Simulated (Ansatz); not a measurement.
**What biaxial strain +0.60 %, plane normal [001], relaxed out of plane does to ZnF2**

Start from ZnF₂ in the rutile structure (space group P4_2/mnm, No. 136; a = 4.801 Å, c = 3.175 Å). Axes: x, y, z lie along a, b, c of the conventional cell.

Modification: tensile biaxial strain of 0.60 % in the plane normal to [001], as in epitaxy on a mismatched substrate; the out-of-plane cell vector and the atoms relax.

Calculations: PBE in Ansatz (plane waves to 420 eV, PAW, no SOC). Γ-centred 7×7×10 mesh, Fermi–Dirac width 0.05 eV.

The volume per atom grows by 0.08 Å³ (12.20 Å³ → 12.28 Å³) and the space group is still P4_2/mnm (No. 136). The shortest interatomic distance stays 2.067 Å and the pressure (mean of the normal stresses, compression positive) goes from zero to -0.45 GPa. The band gap hardly moves (3.52 eV against 3.53 eV) and the gap character is still indirect, R → Γ. The smallest direct gap grows by 0.02 eV to 3.55 eV and the width of the top valence band shrinks by 0.051 eV (1.09 eV → 1.03 eV). The electron mass goes from 0.41 mₑ along c, 0.45 mₑ across (at Γ) to 0.41 mₑ out of plane, 0.45 mₑ in plane (at Γ) and the out-of-plane strain amounts to -0.53 %. The mean in-plane stress (compression positive) amounts to -0.7 GPa.

Masses are band curvatures over ±0.01 Å⁻¹ around the edge. Stability against distortions was not tested.

Ansatz is a quantum-chemistry and plane-wave program.
